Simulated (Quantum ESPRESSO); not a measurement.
Quantum ESPRESSO run on Sc (P-1, 2 atoms in the cell): self-consistent single point.

Computed with LDA (PZ), GBRV 1.5 ultrasoft (LDA) pseudopotentials (plane waves; Quantum ESPRESSO).

```xyz
2
Lattice="3.2912 0.0000 0.0000 -1.6456 2.8503 0.0000 0.0000 0.0000 5.3326" Properties=species:S:1:pos:R:3 pbc="T T T"
Sc     0.0330     1.8749     1.2823
Sc     1.6127     0.9754     4.0502
```
Moments meant for the start (each program seeds them in its own way; μB, in the order of the atoms Sc Sc): 1.0 1.0.

Reference input (self-consistent single point, DFT, LDA (PZ), plane waves, GBRV 1.5 ultrasoft (LDA) pseudopotentials): ecutwfc = 50 Ry; ecutrho = 400 Ry; occupations = smearing; smearing = fermi-dirac; degauss = 0.0073499 Ry; nspin = 2; potentials = {Sc: sc_lda_v1.uspp.F.UPF}; K_POINTS = automatic 6 6 4 0 0 0; conv_thr = 1e-10 Ry; mixing_beta = 0.3. This run's input differs from it in these lines:

```diff
@@ -15,4 +15,4 @@
  occupations = 'smearing'
- smearing = 'fermi-dirac'
- degauss = 0.0073499
+ smearing = 'gaussian'
+ degauss = 0.0147
  nspin = 2
```

The program printed (abridged):

```
     Self-consistent Calculation

     iteration #  1     ecut=    50.00 Ry     beta= 0.30

     Threshold (ethr) on eigenvalues was too large:
     Diagonalizing with lowered threshold

     total energy              =    -188.59733453 Ry
     estimated scf accuracy    <       0.03886856 Ry

     total magnetization       =     0.95 Bohr mag/cell
     absolute magnetization    =     0.95 Bohr mag/cell

     iteration #  2     ecut=    50.00 Ry     beta= 0.30

     total energy              =    -188.60390690 Ry
     estimated scf accuracy    <       0.01248542 Ry

     total magnetization       =     0.86 Bohr mag/cell
   [... lines left out ...]
     absolute magnetization    =     0.74 Bohr mag/cell

   [... 11 blocks of this kind left out ...]

     iteration # 15     ecut=    50.00 Ry     beta= 0.30

     total energy              =    -188.61063526 Ry
     estimated scf accuracy    <          4.3E-10 Ry

     total magnetization       =    -0.00 Bohr mag/cell
     absolute magnetization    =     0.00 Bohr mag/cell

     iteration # 16     ecut=    50.00 Ry     beta= 0.30

     Magnetic moment per site  (integrated on atomic sphere of radius R)
     atom   1 (R=0.394)  charge=  9.5733  magn= -0.0000
     atom   2 (R=0.394)  charge=  9.5733  magn= -0.0000
     End of self-consistent calculation

     Number of k-points >= 100: set verbosity='high' to print the bands.

     the Fermi energy is     8.7934 ev

!    total energy              =    -188.61063526 Ry
     estimated scf accuracy    <          3.3E-11 Ry
     smearing contrib. (-TS)   =      -0.00576772 Ry
     internal energy E=F+TS    =    -188.60486754 Ry

     total magnetization       =    -0.00 Bohr mag/cell
     absolute magnetization    =     0.00 Bohr mag/cell

     convergence has been achieved in  16 iterations

     Forces acting on atoms (cartesian axes, Ry/au):

     atom    1 type  1   force =    -0.00334168    0.00251252    0.01035503
     atom    2 type  1   force =     0.00334168   -0.00251252   -0.01035503

     Total force =     0.015793     Total SCF correction =     0.000026

          total   stress  (Ry/bohr**3)                   (kbar)     P=      -51.63
  -0.00028340  -0.00001681  -0.00000846          -41.69       -2.47       -1.24
  -0.00001681  -0.00031001   0.00000638           -2.47      -45.60        0.94
  -0.00000846   0.00000638  -0.00045958           -1.24        0.94      -67.61

   JOB DONE.
```

The run converged in 16 iterations. Against the reference run the free energy rises by 12.5 meV/atom, the pressure hardly changes (-5.09 to -5.16 GPa) and the largest force moves little (0.282 to 0.287 eV/Å).

The starting cell comes from a database of computed structures (which also holds hypothetical and non-ambient phases and stackings), without a prior relaxation at this level. Its atoms were displaced at random from the sites of space group no. 194. The starting moments vanished: the run ended non-magnetic. With a pressure of about -5 GPa the cell is away from its equilibrium volume at this level.

Cost on one core of a shared machine: roughly 3 min.
